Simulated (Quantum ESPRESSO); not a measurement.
A self-consistent single point of NaH2Pd3 (Cmmm, 6 atoms in the cell) with Quantum ESPRESSO.

Method of the run: LDA (PZ), GBRV 1.5 ultrasoft (LDA) pseudopotentials (plane waves; Quantum ESPRESSO 7.5).

```xyz
6
Lattice="2.8266 -4.3103 0.0000 2.8266 4.3103 0.0000 0.0000 0.0000 2.8136" Properties=species:S:1:pos:R:3 pbc="T T T"
Na     2.8266     0.0000     0.0000
H      2.8266     2.4514     0.0000
H      2.8266    -2.4514     0.0000
Pd     0.0000     0.0000     0.0000
Pd     1.4133    -2.1552     1.4068
Pd     1.4133     2.1552     1.4068
```

Reference input (self-consistent single point, DFT, PBEsol, plane waves, GBRV 1.5 ultrasoft (PBESOL) pseudopotentials): ecutwfc = 40 Ry; ecutrho = 320 Ry; occupations = smearing; smearing = fd; degauss = 0.0073499 Ry; K_POINTS = automatic 5 5 8 0 0 0; conv_thr = 1e-09 Ry. This run's input differs from it in these lines:

```diff
@@ -22,5 +22,5 @@
 ATOMIC_SPECIES
-Na    22.9898  na_pbesol_v1.5.uspp.F.UPF
-H      1.0080  h_pbesol_v1.4.uspp.F.UPF
-Pd   106.4200  pd_pbesol_v1.4.uspp.F.UPF
+Na    22.9898  na_lda_v1.5.uspp.F.UPF
+H      1.0080  h_lda_v1.4.uspp.F.UPF
+Pd   106.4200  pd_lda_v1.4.uspp.F.UPF
 ATOMIC_POSITIONS crystal
```

The program printed (abridged):

```
     Self-consistent Calculation

     iteration #  1     ecut=    40.00 Ry     beta= 0.70

     negative rho (up, down):  2.142E-01 0.000E+00

     total energy              =    -691.36277018 Ry
     estimated scf accuracy    <       4.75635249 Ry

     iteration #  2     ecut=    40.00 Ry     beta= 0.70

     negative rho (up, down):  2.190E-01 0.000E+00

     total energy              =    -692.80475968 Ry
     estimated scf accuracy    <       7.33063646 Ry

     iteration #  3     ecut=    40.00 Ry     beta= 0.70

     negative rho (up, down):  2.193E-01 0.000E+00

     total energy              =    -693.90341585 Ry
     estimated scf accuracy    <       0.07384485 Ry

   [... 6 blocks of this kind left out ...]

     iteration # 10     ecut=    40.00 Ry     beta= 0.70

     negative rho (up, down):  2.200E-01 0.000E+00

     total energy              =    -693.91856145 Ry
     estimated scf accuracy    <          2.2E-09 Ry

     iteration # 11     ecut=    40.00 Ry     beta= 0.70

     negative rho (up, down):  2.200E-01 0.000E+00
     End of self-consistent calculation

     the Fermi energy is    13.2376 ev

!    total energy              =    -693.91856145 Ry
     estimated scf accuracy    <          1.8E-11 Ry
     smearing contrib. (-TS)   =      -0.00435049 Ry
     internal energy E=F+TS    =    -693.91421096 Ry

     convergence has been achieved in  11 iterations

     negative rho (up, down):  2.200E-01 0.000E+00

     Forces acting on atoms (cartesian axes, Ry/au):

     atom    1 type  1   force =     0.00000000    0.00000000    0.00000000
     atom    2 type  2   force =     0.00000000    0.00119684    0.00000000
     atom    3 type  2   force =     0.00000000   -0.00119684    0.00000000
     atom    4 type  3   force =     0.00000000    0.00000000    0.00000000
     atom    5 type  3   force =     0.00000000    0.00000000    0.00000000
   [... lines left out ...]
     Total force =     0.001693     Total SCF correction =     0.000001
   [... lines left out ...]

     negative rho (up, down):  2.200E-01 0.000E+00
          total   stress  (Ry/bohr**3)                   (kbar)     P=      -66.64
  -0.00045312   0.00000000   0.00000000          -66.66        0.00        0.00
  -0.00000000  -0.00041848   0.00000000           -0.00      -61.56        0.00
   0.00000000   0.00000000  -0.00048747            0.00        0.00      -71.71

   JOB DONE.
```

The run converged in 11 iterations. Against the reference run the pressure goes from -2.53 to -6.66 GPa and the largest force goes from 0.009 to 0.031 eV/Å.

The starting cell comes from a database of computed structures (which also holds hypothetical and non-ambient phases and stackings), without a prior relaxation at this level. Spin polarisation is off. With a pressure of about -7 GPa the cell is away from its equilibrium volume at this level.

Cost on one core of a shared machine: roughly 40 s.
